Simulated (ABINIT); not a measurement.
## ABINIT run on SiC (P6_3mc, 12 atoms in the cell): self-consistent single point

Computed with PBE, PAW (JTH v2.0 PBE PAW) (plane waves; ABINIT).

This input was run:

```
# SiC, JTH v2.0 PBE PAW
pp_dirpath "./"
pseudos "Si.GGA_PBE-JTH.xml, C.GGA_PBE-JTH.xml"
acell 3*1.0 Angstrom
rprim
         3.0003198040    0.0000000455    0.0000000000
        -1.5001599414    2.5983531470    0.0000000000
         0.0000000000    0.0000000000   14.7236480000
natom 12
ntypat 2
znucl 14 6
typat 1 1 1 1 1 1 2 2 2 2 2 2
xred
         0.3333333333    0.6666666667    0.8329900000
         0.6666666667    0.3333333333    0.3329900000
         0.6666666667    0.3333333333    0.6665000000
         0.3333333333    0.6666666667    0.1665000000
         0.0000000000    0.0000000000    0.4997300000
         0.0000000000    0.0000000000    0.9997300000
         0.0000000000    0.0000000000    0.8743700000
         0.0000000000    0.0000000000    0.3743700000
         0.3333333333    0.6666666667    0.7080000000
         0.6666666667    0.3333333333    0.2080000000
         0.6666666667    0.3333333333    0.5415200000
         0.3333333333    0.6666666667    0.0415200000
ecut 571 eV
pawecutdg 1143 eV
pawxcdev 0
ixc 11
occopt 7
tsmear 0.00036749
nband 31
kptopt 1
ngkpt 8 8 1
nshiftk 1
shiftk 0 0 0
nstep 60
tolvrs 1.0e-10
prtwf 0
prtden 0
prtvol 1
enunit 2
```

Output, abridged:

```
 Symmetries : space group P6_3 m c (#186); Bravais hP (primitive hexag.)

 -outvars: echo values of preprocessed input variables --------
            acell      1.8897261329E+00  1.8897261329E+00  1.8897261329E+00 Bohr
             ecut      2.09838648E+01 Hartree
           enunit           2
              ixc          11
         kptrlatt        8    0    0      0    8    0      0    0    1
          kptrlen      2.78236624E+01
            natom          12
            nband          31
            ngfft          24      24     120
          ngfftdg          36      36     180
             nkpt          10
            nstep          60
             nsym          12
           ntypat           2
           occopt           7
        pawecutdg      4.20044789E+01 Hartree
         pawxcdev           0
            rprim      3.0003198040E+00  4.5500000000E-08  0.0000000000E+00
                      -1.5001599414E+00  2.5983531470E+00  0.0000000000E+00
                       0.0000000000E+00  0.0000000000E+00  1.4723648000E+01
          spgroup         186
           tolvrs      1.00000000E-10
           tsmear      3.67490000E-04 Hartree
            typat      1  1  1  1  1  1  2  2  2  2  2  2
           useylm           1
             xred      3.3333333333E-01  6.6666666667E-01  8.3299000000E-01
                       6.6666666667E-01  3.3333333333E-01  3.3299000000E-01
                       6.6666666667E-01  3.3333333333E-01  6.6650000000E-01
                       3.3333333333E-01  6.6666666667E-01  1.6650000000E-01
                       1.8503717077E-17  1.8503717077E-17  4.9973000000E-01
                       1.8503717077E-17  1.8503717077E-17  9.9973000000E-01
                       1.8503717077E-17  1.8503717077E-17  8.7437000000E-01
                       1.8503717077E-17  1.8503717077E-17  3.7437000000E-01
                       3.3333333333E-01  6.6666666667E-01  7.0800000000E-01
   [... lines left out ...]
            znucl       14.00000    6.00000

== DATASET  1 ==================================================================

 Exchange-correlation functional for the present dataset will be:
  GGA: Perdew-Burke-Ernzerhof functional - ixc=11
 Citation for XC functional:
  J.P.Perdew, K.Burke, M.Ernzerhof, PRL 77, 3865 (1996)

 Real(R)+Recip(G) space primitive vectors, cartesian coordinates (Bohr,Bohr^-1):
 R(1)=  5.6697827  0.0000001  0.0000000  G(1)=  0.1763736  0.1018293  0.0000000
 R(2)= -2.8348914  4.9101758  0.0000000  G(2)= -0.0000000  0.2036587  0.0000000
 R(3)=  0.0000000  0.0000000 27.8236624  G(3)=  0.0000000  0.0000000  0.0359406
 Unit cell volume ucvol=  7.7460048E+02 bohr^3
 Angles (23,13,12)=  9.00000000E+01  9.00000000E+01  1.20000000E+02 degrees

 Coarse grid specifications (used for wave-functions):

 getcut: wavevector=  0.0000  0.0000  0.0000  ngfft=  24  24 120
         ecut(hartree)=     20.984   => boxcut(ratio)=   2.05275

 Fine grid specifications (used for densities):

 getcut: wavevector=  0.0000  0.0000  0.0000  ngfft=  36  36 180
         ecut(hartree)=     42.004   => boxcut(ratio)=   2.17632

   2.62268654E+03                                ecore*ucvol(ha*bohr**3)

_setup2: Arith. and geom. avg. npw (full set) are    3552.984    3552.954
--- !BeginCycle
solver: {iscf: 17, nstep: 60, nline: 4, wfoptalg: 10, }
tolerances: {tolvrs: 1.00E-10, }
...

     iter   Etot(hartree)      deltaE(h)  residm     nres2
 ETOT  1  -58.717722710879    -5.872E+01 8.357E-02 1.384E+02
 ETOT  2  -58.477467502122     2.403E-01 1.875E-02 1.240E+01
 ETOT  3  -58.466199936814     1.127E-02 4.156E-03 1.705E+00
 ETOT  4  -58.466346022074    -1.461E-04 1.402E-03 2.376E-02
 ETOT  5  -58.466432579721    -8.656E-05 5.699E-04 3.709E-03
 ETOT  6  -58.466476721939    -4.414E-05 4.112E-04 1.761E-04
   [... 4 lines left out ...]
 ETOT 11  -58.466481918088    -3.060E-08 3.680E-05 5.184E-08
 ETOT 12  -58.466481926469    -8.381E-09 2.282E-05 2.126E-08
 ETOT 13  -58.466481929033    -2.564E-09 1.512E-05 4.599E-09
 ETOT 14  -58.466481929820    -7.866E-10 9.340E-06 3.052E-09
 ETOT 15  -58.466481930069    -2.493E-10 6.203E-06 7.375E-11
 At SCF step   15       nres2   =  7.38E-11 < tolvrs=  1.00E-10 =>converged.

 Cartesian components of stress tensor (hartree/bohr^3)
  sigma(1 1)= -7.88818192E-04  sigma(3 2)=  0.00000000E+00
  sigma(2 2)= -7.88818192E-04  sigma(3 1)=  0.00000000E+00
  sigma(3 3)= -7.78661514E-04  sigma(2 1)= -5.72932759E-15

 ----iterations are completed or convergence reached----

 reduced coordinates (array xred) for   12 atoms
       0.333333333333      0.666666666667      0.832990000000
       0.666666666667      0.333333333333      0.332990000000
       0.666666666667      0.333333333333      0.666500000000
       0.333333333333      0.666666666667      0.166500000000
       0.000000000000      0.000000000000      0.499730000000
       0.000000000000      0.000000000000      0.999730000000
       0.000000000000      0.000000000000      0.874370000000
       0.000000000000      0.000000000000      0.374370000000
       0.333333333333      0.666666666667      0.708000000000
       0.666666666667      0.333333333333      0.208000000000
       0.666666666667      0.333333333333      0.541520000000
       0.333333333333      0.666666666667      0.041520000000
 cartesian forces (eV/Angstrom) at end:
    1     -0.00000000000000     0.00000000000000    -0.00120276055759
    2      0.00000000000000    -0.00000000000000    -0.00120276055759
    3      0.00000000000000     0.00000000000000    -0.00337456388906
    4      0.00000000000000     0.00000000000000    -0.00337456388906
    5      0.00000000000000    -0.00000000000000    -0.02127069397802
    6     -0.00000000000000    -0.00000000000000    -0.02127069397802
    7      0.00000000000000    -0.00000000000000     0.01464831561331
    8     -0.00000000000000     0.00000000000000     0.01464831561331
    9      0.00000000000000    -0.00000000000000     0.00994618966727
   10      0.00000000000000    -0.00000000000000     0.00994618966727
   11      0.00000000000000    -0.00000000000000     0.00125351314408
   12      0.00000000000000     0.00000000000000     0.00125351314408
 frms,max,avg= 6.5842737E-03 2.1270694E-02   0.000E+00  0.000E+00  3.501E-03 e/A
   [... lines left out ...]
 Fermi (or HOMO) energy (hartree) =   0.37978   Average Vxc (hartree)=  -0.43358
 Fermi (or HOMO) energy (eV) =  10.33444   Average Vxc (eV)= -11.79840
   [... lines left out ...]
 Eigenvalues (   eV  ) for nkpt=  10  k points:
 kpt#   1, nband= 31, wtk=  0.01563, kpt=  0.0000  0.0000  0.0000 (reduced coord)
  -7.44465   -6.89153   -6.85010   -5.25281   -5.22135   -3.57864   -0.38972    2.15072
   2.19317    6.17236    6.20232    7.49188    7.49188    7.68189    7.68189    7.80249
   7.80249    8.28278    8.28278    8.36684    8.36684    8.63975    8.67794    8.67794
  14.54628   14.69623   15.14504   15.62312   15.83003   16.01257   16.01361
 prteigrs : prtvol=0 or 1, do not print more k-points.

--- !EnergyTerms
comment             : Components of total free energy in Hartree
kinetic             :  3.14438478410869E+01
hartree             :  6.90218367288384E+00
xc                  : -2.80606331036826E+01
Ewald energy        : -6.44261974442250E+01
psp_core            :  3.38585711183025E+00
local_psp           : -2.33602908128291E+01
spherical_terms     :  1.56487522171784E+01
internal            : -5.84664805177574E+01
'-kT*entropy'       : -6.25398844298948E-19
total_energy        : -5.84664805177574E+01
total_energy_eV     : -1.59095384431191E+03
...

-Cartesian components of stress tensor (GPa)         [Pressure=  2.3108E+01 GPa]
- sigma(1 1)= -2.32078285E+01  sigma(3 2)=  0.00000000E+00
- sigma(2 2)= -2.32078285E+01  sigma(3 1)=  0.00000000E+00
- sigma(3 3)= -2.29090088E+01  sigma(2 1)= -1.68562609E-10

 Calculation completed.
```

The run converged in 15 iterations.

The starting cell comes from a database of computed structures (which also holds hypothetical and non-ambient phases and stackings), without a prior relaxation at this level. Its lattice was rescaled by a random factor within 2.5 % of one. With a pressure of about 23 GPa the cell is away from its equilibrium volume at this level.

Cost on one core of a shared machine: roughly 4 min.
